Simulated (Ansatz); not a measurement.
An Ansatz (a first-principles code) run: a single point on GaS with a change (pressure 15 GPa), its geometry relaxed with PBE-D3(BJ); HSE06 in Ansatz (plane waves to 420 eV, PAW, no spin-orbit coupling).

Input:

Ansatz 0.2 input:
```yaml
crystal:
  lattice:
    - [3.3804704526, 0, 0]
    - [-1.6902352263, 2.9275732887, 0]
    - [0, 0, 14.0101479722]
  atoms:
    - { symbol: Ga, position: [0.3333333333, 0.6666666667, 0.1666401797] }
    - { symbol: Ga, position: [0.6666666667, 0.3333333333, 0.6666401797] }
    - { symbol: Ga, position: [0.6666666667, 0.3333333333, 0.8333598203] }
    - { symbol: Ga, position: [0.3333333333, 0.6666666667, 0.3333598203] }
    - { symbol: S, position: [0.3333333333, 0.6666666667, 0.5860888643] }
    - { symbol: S, position: [0.6666666667, 0.3333333333, 0.0860888643] }
    - { symbol: S, position: [0.6666666667, 0.3333333333, 0.4139111357] }
    - { symbol: S, position: [0.3333333333, 0.6666666667, 0.9139111357] }
basis: { ecutwfc: 420, ecutrho_ratio: 4, xc_grid: 2, fft_grid_basis: typed }
kpoints: { mp_grid: { grid: [8, 8, 2] } }
hamiltonian:
  xc: hse06
  dispersion: none
  pseudopotentials: { kind: paw }
scf: { occupations: { method: fermi_dirac, width: 0.01 } }
output: { eigenvalues: true, eigenstates: { kpoints: [[0, 0, 0], [0.333333, 0.333333, 0], [0.5, 0, 0], [0.333333, 0.333333, 0.5]] } }
```

Output (explanatory and most iteration lines left out):

```
Pseudopotential: Ga, paw, valence charge 13
Pseudopotential: S, paw, valence charge 6
Crystal: 8 atoms, lattice volume = 138.652 Å³
Basis set: ecut = 420 eV, 2711 PW (Γ), exchange–correlation on 48×48×192 points (8 copies of the dense FFT grid, shifted against one another)
Bands: 46, of which v1, the nominal top of the filled ones, is band 38 counted from 1 (37 counted from 0)
Symmetry: 24 space group operations
Space group: P63/mmc (ITA 194), of the structure as read, at distance tolerance 5.2e-5 Å
k-points: 20 of 128
Functional: x = pbe(κ = 0.804, μ = 0.2195149727645171), c = pbe(β = 0.06672455060314922), warm-up for x = pbe(κ = 0.804, μ = 0.2195149727645171) + 0.25 (exact …
SCF iter   1: F=—  HF=-18743.675255 eV  |F-HF|=—  |Δ(HF+E_count)|=         —  Δρ=2.14e-3  dr2=6.42e-3  ethr=1.77e-3  ⟨swp⟩=9.6  Hψ=4270  notcnv=0
SCF iter   2: F=—  HF=-18743.673187 eV  |F-HF|=—  |Δ(HF+E_count)|=   2.07e-3  Δρ=1.00e-3  dr2=1.99e-3  ethr=8.45e-6  ⟨swp⟩=7.0  Hψ=3024  notcnv=0  defer=25
SCF 1 stopped early in 4 iterations: F = -18743.673502 eV  dr2 = 1.29e-5
Crystal: 8 atoms, lattice volume = 138.652 Å³
Functional: x = pbe(κ = 0.804, μ = 0.2195149727645171) + 0.25 (exact − pbe) at short range (hse, ω = 0.20786987370883472 Å⁻¹), c = pbe(β = 0.06672455060314922); HSE06 as pw.x's `hse` composes it (authors' and Libxc's form: `xc: wpbeh`)
SCF iter   1: F=—  HF=-18748.290228 eV  |F-HF|=—  |Δ(HF+E_count)|=         —  Δρ=1.39e-2  dr2=1.19e-1  ethr=1.69e-7  ⟨swp⟩=9.1  Hψ=5617  notcnv=0
SCF iter   2: F=—  HF=-18748.230741 eV  |F-HF|=—  |Δ(HF+E_count)|=   5.95e-2  Δρ=2.54e-3  dr2=9.31e-3  ethr=1.69e-7  ⟨swp⟩=5.0  Hψ=4400  notcnv=0
SCF 2 stopped early in 8 iterations: F = -18748.258529 eV  dr2 = 1.83e-6
Crystal: 8 atoms, lattice volume = 138.652 Å³
SCF iter   1: F=—  HF=-18748.257838 eV  |F-HF|=—  |Δ(HF+E_count)|=         —  Δρ=3.99e-5  dr2=5.01e-6  ethr=6.82e-7  ⟨swp⟩=4.5  Hψ=2096  notcnv=0
SCF iter   2: F=—  HF=-18748.257839 eV  |F-HF|=—  |Δ(HF+E_count)|=   9.50e-7  Δρ=1.90e-5  dr2=6.66e-7  ethr=4.99e-10  ⟨swp⟩=2.0  Hψ=4559  notcnv=0
SCF 3 converged in 4 iterations: F = -18748.257841 eV  dr2 = 2.12e-8
Free energy (F): -18748.257841 eV
Internal energy: -18748.257841 eV  (E = F + TS)
E sigma→0 (E₀):  -18748.257841 eV
Fermi energy:    9.774174 eV
```

Single points use the geometry relaxed with PBE-D3(BJ). HSE06 was sampled on its mesh, a few special points and the semilocal edge points, so its gap is an upper bound. Load acts through the strain it causes; cell and atoms are relaxed under it. Whether these cells are dynamically stable was not tested. Competing high-pressure phases were not computed. The cell was made from GaS in the beta-GaS type structure (space group P6_3/mmc, No. 194; layered, stacked along the Cartesian z axis) by this change: pressure 15 GPa.
